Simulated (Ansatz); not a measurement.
The starting structures come from a database of crystals and need not be the phases stable at ambient conditions.

Tunnelling through a barrier is set by its complex band structure: the current falls as exp(−2κd) with the smallest κ.

Data:

```
Tl2Se3
1.0
    6.33619     0.00000     0.00000
    3.16810     6.17097    -0.08799
    0.00000     2.59844     6.92298
Tl Se
4 6
Direct
  0.77644   0.77919   0.46922
  0.22356   0.22081   0.53078
  0.55563   0.22081   0.03078
  0.44437   0.77919   0.96922
  0.13577   0.00000   0.25000
  0.86423   0.00000   0.75000
  0.97367   0.37061   0.93392
  0.02633   0.62939   0.06608
  0.34428   0.62939   0.56608
  0.65572   0.37061   0.43392
```

Space group of this cell: C2/c. The cell was relaxed by PBE-D3(BJ); by PBEsol its mean pressure is -1.0 GPa.

Transport runs along the normal of the first two printed cell vectors.

The gap is the functional's own. No spin-orbit coupling. Mid-gap values are interpolated on the energy grid.

Problem. Compute, with PBEsol (Ansatz, a quantum-chemistry and plane-wave program), the band gap and the smallest decay constant κ at mid-gap.

Solution. Gap 0.56 eV on a 6×6×6 mesh; κ = 0.087 1/Å, at (0.000, 0.167) of the in-plane reciprocal vectors. At the zone centre, at the nearest computed energy, the slowest state has κ = 0.16 1/Å.
